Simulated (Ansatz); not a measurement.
Where the default PAW files enter, the runs use the earlier of Ansatz's two default sets.

Given:

```
CELL_PARAMETERS angstrom
      3.07874     0.00000     0.00000
     -1.53937     2.66626     0.00000
      1.53937    -0.88875     2.51378
ATOMIC_POSITIONS crystal
  Si 0.25000 0.75000 0.25000
  C  0.00000 0.00000 0.00000
```

Space group of this cell: F-43m, zinc blende. The cell is taken as given.

Transport runs along the normal of the first two printed cell vectors, the (111) plane of the conventional cell.

The gap is the functional's own, uncorrected, and κ follows it; spin-orbit coupling is left out. Mid-gap means the computed energy nearest the middle.

Task: Give the band gap and the smallest decay constant κ at mid-gap that PBEsol (Ansatz, a quantum-chemistry and plane-wave program) yields.

Result: Gap 1.24 eV on a 12×12×12 mesh; κ = 0.172 1/Å, at the zone centre.
